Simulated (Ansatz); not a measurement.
Start from Rh in the fcc (Cu type) structure (space group Fm-3m, No. 225).

```
Rh
1.0
    0.00000     1.90000     1.90000
    1.90000     0.00000     1.90000
    1.90000     1.90000     0.00000
Rh
1
Cartesian
  0.00000   0.00000   0.00000
```

Cartesian axes are those of the cell as printed.

The values are results of r2SCAN/PAW in Ansatz (an electronic-structure program), no spin-orbit coupling, not measurements.

Base values:

- Shortest interatomic distance: 2.687 Å
- Pressure: 0.0 GPa

Modification: biaxial strain −4.16 %, plane normal [111], relaxed out of plane (Cartesian); in-plane vectors clamped, the third vector and the atoms free.

**Question.** What happens to the shortest interatomic distance, energy relative to the base and pressure?

**Answer.** The shortest interatomic distance drops by 0.112 Å, from 2.687 Å to 2.575 Å; the energy goes up by 106 meV/atom; the pressure (mean of the normal stresses, compression positive) goes from zero to 21.9 GPa.

Without a gap, meshes like the base's 21×21×21 leave anisotropic stresses uncertain by several tenths of a GPa, and small strain energies with them. Whether these cells are dynamically stable was not tested. All final runs are without spin polarisation.
